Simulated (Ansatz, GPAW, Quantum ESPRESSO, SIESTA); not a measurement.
# Code comparison for CdS (F-43m, 2 atoms in the cell)

Self-consistent single point.

```
CELL_PARAMETERS angstrom
      0.00000     2.88351     2.88351
      2.88351     0.00000     2.88351
      2.88351     2.88351     0.00000
ATOMIC_POSITIONS crystal
  Cd 0.00000 0.00000 0.00000
  S  0.25000 0.25000 0.25000
```

Shared settings, as Ansatz (a program for electronic structure) writes them: kpoints.mp_grid.grid = 1 1 1; scf.occupations.method = fixed. Potentials and cutoffs stand in the table.

```
code                                                                                                                                model  pressure (GPa)       cutoff
----------------  -----------------------------------------------------------------------------------------------------------------------  --------------  -----------
GPAW                                                                                         PBE, GPAW PAW datasets PBE (gpaw-data 1.0.1)           43.44       550 eV
Quantum ESPRESSO                                                                        PBE, SSSP 1.1.2 efficiency (PBE) pseudopotentials           43.45        45 Ry
SIESTA            GGA PBE, numerical atomic orbitals DZP, PseudoDojo PBE standard norm-conserving potentials (rewritten from UPF to PSML)           45.63  grid 350 Ry
Ansatz                                                                                                             PBE, default PAW files           43.23       420 eV
```

The spread over the programs that give each value: pressure within 2.40 GPa.

SIESTA uses small atom-centred bases, whose incompleteness enters pressures, forces and empty levels differently from a plane-wave cutoff. Ansatz's pressure is given at a fixed set of plane waves, as the other plane-wave codes print theirs; with its correction for the finite basis it is 43.28 GPa. In the pressure, SIESTA (by 2.19) lies more than 1 GPa from the median of the plane-wave programs.

On the base mesh (10 10 10) the same programs gave: Ansatz pressure 5.24 GPa, gap on the mesh 1.218 eV; Quantum ESPRESSO pressure 4.65 GPa, gap on the mesh 1.190 eV; GPAW pressure 4.94 GPa; SIESTA pressure 5.19 GPa.

The values differ from the base mesh's, so the mesh still matters here: the table compares the programs at equal settings.

The starting cell comes from a database of computed structures (which also holds hypothetical and non-ambient phases and stackings), without a prior relaxation at this level. Its lattice was rescaled by a random factor within 2.5 % of one.

Left out of this page: CP2K (on another mesh); Elk (not drawn, or without a comparable value).

Keys are those of Ansatz 0.2.
